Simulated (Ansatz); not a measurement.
Output of an Ansatz run (abridged):

```
WARN ansatz: RAYON_NUM_THREADS=1 ignored (pool sized by the plan → 1); use --threads N
Pseudopotentials: kind: paw
Pseudopotential: Sc, paw, valence charge 11
Pseudopotential: Ge, paw, valence charge 14
Crystal: 4 atoms, lattice volume = 77.142 Å³
Basis set: ecut = 420 eV, 1499 PW (Γ)
Bands: 30, of which v1, the nominal top of the filled ones, is band 25 counted from 1 (24 counted from 0)
Symmetry: 8 space group operations
Space group: Cmcm (ITA 63), of the structure as read, at distance tolerance 4.3e-5 Å
k-points: 105 of 512
PAW frozen core: Sc, regenerated for the run's functional, and the local potential with it
PAW frozen core: Ge, regenerated for the run's functional, and the local potential with it
Initial density: superposition of atomic densities (neutral atoms: chi_scale 0, normalization atom), corrected by the library's trained network
Initial wavefunctions: pseudopotential atomic-orbital guess
Eigensolver: davidson
Functional: x = slater, c = lda
SCF iter   1: F=—  HF=-12613.135873 eV  |F-HF|=—  |Δ(HF+E_count)|=         —  Δρ=5.63e-3  dr2=1.47e-2  ethr=1.77e-3  ⟨swp⟩=5.1  Hψ=12369  notcnv=0
all-band conjugate gradients solve this SCF's bands
preconditioner: auto → Kerker (q_TF=auto, 2.538 Å⁻¹)
SCF iter   2: F=—  HF=-12613.132700 eV  |F-HF|=—  |Δ(HF+E_count)|=   3.17e-3  Δρ=2.91e-3  dr2=4.87e-3  ethr=2.95e-5  ⟨swp⟩=2.1  Hψ=6087  notcnv=0
SCF iter   3: F=—  HF=-12613.132060 eV  |F-HF|=—  |Δ(HF+E_count)|=   6.40e-4  Δρ=9.26e-4  dr2=6.38e-4  ethr=9.74e-6  ⟨swp⟩=2.0  Hψ=3806  notcnv=0
SCF iter   4: F=—  HF=-12613.131901 eV  |F-HF|=—  |Δ(HF+E_count)|=   1.59e-4  Δρ=3.03e-4  dr2=9.01e-5  ethr=1.28e-6  ⟨swp⟩=2.0  Hψ=4857  notcnv=0
SCF iter   5: F=—  HF=-12613.131868 eV  |F-HF|=—  |Δ(HF+E_count)|=   3.30e-5  Δρ=1.12e-4  dr2=1.16e-5  ethr=1.80e-7  ⟨swp⟩=2.0  Hψ=4889  notcnv=0
SCF iter   6: F=—  HF=-12613.131866 eV  |F-HF|=—  |Δ(HF+E_count)|=   2.04e-6  Δρ=2.56e-5  dr2=9.72e-7  ethr=2.31e-8  ⟨swp⟩=2.0  Hψ=3715  notcnv=0
SCF iter   7: F=-12613.131866 eV  HF=-12613.131866 eV  |F-HF|=3.34e-8  |Δ(HF+E_count)|=   2.14e-7  Δρ=6.92e-6  dr2=4.48e-8  ethr=2.00e-10  ⟨swp⟩=4.6  Hψ=12039  notcnv=0
SCF 1 converged in 7 iterations: F = -12613.131866 eV  dr2 = 4.48e-8
SCF converged after 7 iterations
Free energy (F): -12613.131866 eV
Harris-Foulkes:  -12613.131866 eV  (|F-HF|=3.34e-8)
Internal energy: -12613.120364 eV  (E = F + TS)
E sigma→0 (E₀):  -12613.126115 eV
Entropy (-TS):   -0.011502 eV (-2.876 meV/atom)
Fermi energy:    11.194035 eV
--- Per-component energies (eV) ---
  E_band       = -511.745480
  E_kinetic    = 749.579058
  E_local      = -6074.526994  (includes V_loc(G=0)·N_el)
  E_nonlocal   = 1014.843078
  E_hartree    = 2528.976353
  E_xc         = -359.990865
  E_vxc        = -391.709092  (∫ρ·V_xc dr)
  E_paw        = -5702.205190  (= ΣΔE_a)
  E_vpaw       = -867.882142  (= ΣTr[D̂ρ^β])
  E_aug_tail   = 0.000583  (compensation charges beyond the density's cutoff)
  E_ewald      = -4774.222886
  E_core_change = 4.426498  (= ΣΔE_core)
  E_smearing   = -0.011502  (= −TS)
  E_closure    = 0.000000  (closes the sum)
  Σ components = -12613.131866   (vs F -12613.131866, Δ=0.00e0)
--- Forces (eV/Å), atoms counted from 1 ---
  atom   1  Sc     0.00000000    -0.08739506     0.00000000
  atom   2  Sc     0.00000000     0.08739506     0.00000000
  atom   3  Ge     0.00000000    -0.00934807     0.00000000
  atom   4  Ge     0.00000000     0.00934807     0.00000000
  max |Σ_I F_I| component: 1.73e-18 eV/Å
--- Stress (GPa, compression-positive) ---
       -6.522527       0.000000       0.000000
        0.000000      -6.358172       0.000000
        0.000000       0.000000      -6.314441
  P = ⅓ Tr σ = -6.3984 GPa (-63.984 kbar)
  The stress holds the Pulay correction. Without it, at fixed plane waves, as pw.x and ABINIT print it: P = -6.4178 GPa
--- Band table (eV; the first three rows and the last of 105) ---
  k-point 0: bands = ["-37.7370", "-37.7084", "-16.7596", "-16.6792", "-16.6546", "-16.6531", "-16.5802", "-16.5732", "-13.1943", "-13.1500", "-13.0819", "-13.0691", "-13.0578", "-13.0377", "-13.0310", "-13.0088", "-12.9891", "-12.9788", "-0.0961", [...]
  k-point 1: bands = ["-37.7354", "-37.7089", "-16.7523", "-16.6785", "-16.6608", "-16.6545", "-16.5861", "-16.5854", "-13.1894", "-13.1443", "-13.0791", "-13.0716", "-13.0607", "-13.0407", "-13.0263", "-13.0097", "-12.9886", "-12.9810", "0.0672", [...]
  k-point 2: bands = ["-37.7311", "-37.7109", "-16.7318", "-16.6765", "-16.6744", "-16.6581", "-16.6156", "-16.6032", "-13.1749", "-13.1289", "-13.0812", "-13.0725", "-13.0644", "-13.0498", "-13.0180", "-13.0115", "-12.9877", "-12.9853", "0.5483", [...]
  k-point 104: bands = ["-37.7192", "-37.7192", "-16.7540", "-16.7540", "-16.6679", "-16.6679", "-16.5898", "-16.5898", "-13.1259", "-13.1259", "-13.0818", "-13.0818", "-13.0679", "-13.0679", "-13.0104", "-13.0104", "-12.9880", "-12.9880", "2.6299", [...]
```

The structure:

```
CELL_PARAMETERS angstrom
      2.01086    -5.06599     0.00000
      2.01086     5.06599     0.00000
      0.00000     0.00000     3.78627
ATOMIC_POSITIONS crystal
  Sc 0.86301 0.13699 0.75000
  Sc 0.13699 0.86301 0.25000
  Ge 0.58951 0.41049 0.75000
  Ge 0.41049 0.58951 0.25000
```

Question: What input produced this log?

Answer: Other spellings and defaults could give the same log, and not every line can be read from it. The input that was run (DFT, LDA (PW92), plane waves, default PAW files made with PBE):

Ansatz 0.2 input:
```yaml
crystal:
  lattice:
    - [2.010860, -5.065988, 0.000000]
    - [2.010860, 5.065988, 0.000000]
    - [0.000000, 0.000000, 3.786275]
  atoms:
    - { symbol: Sc, position_ang: [2.010860, -3.678009, 2.839706] }
    - { symbol: Sc, position_ang: [2.010860, 3.678009, 0.946569] }
    - { symbol: Ge, position_ang: [2.010860, -0.906913, 2.839706] }
    - { symbol: Ge, position_ang: [2.010860, 0.906913, 0.946569] }
basis:
  ecutwfc: 420.0
kpoints:
  mp_grid: { grid: [8, 8, 8] }
hamiltonian:
  xc: lda
  pseudopotentials: { kind: paw }
scf:
  occupations: { method: gaussian, width: 0.1 }
output:
  forces: true
  eigenvalues: true
  stress: true
```

The starting cell comes from a database of computed structures (which also holds hypothetical and non-ambient phases and stackings), without a prior relaxation at this level. Its lattice was rescaled by up to half a per cent. With a pressure of about -6 GPa the cell is away from its equilibrium volume at this level. Ansatz's pressure includes its estimate of the finite-basis (Pulay) stress.

Ansatz is an electronic-structure program.
